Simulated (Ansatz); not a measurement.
For SiO₂ (model structure, started from the 3R-MoS2 type, R3m, No. 160, 3 atoms in the cell), PBE (Ansatz, an electronic-structure program, PAW) gives:

| Item | Result |
|---|---|
| lattice parameter a | 2.624 Å |
| c axis length | 17.613 Å |
| formation enthalpy | -1.710 eV/atom |

### Question
What does PBE-D3(BJ) (PAW; Ansatz) give for the same quantities?

### Answer

- lattice constant a: 2.613 Å (decreases by 0.4 %)
- lattice parameter c: 14.853 Å (drops by 16 %)
- formation enthalpy: -1.776 eV/atom (moves by -0.066 eV/atom)

Changes are worked out from the printed values.

Unless a cell is named, each level is at its own relaxed cell (PBE 11.67, PBE-D3(BJ) 9.76 Å³/atom).

Ansatz's density-functional and Hartree–Fock values are scalar-relativistic unless marked +SOC, with PAW data made under PBE.

A model structure was made by putting elements into a prototype or built by hand; it is no filed structure, need not be a known phase, and can be a saddle point held by its symmetry.
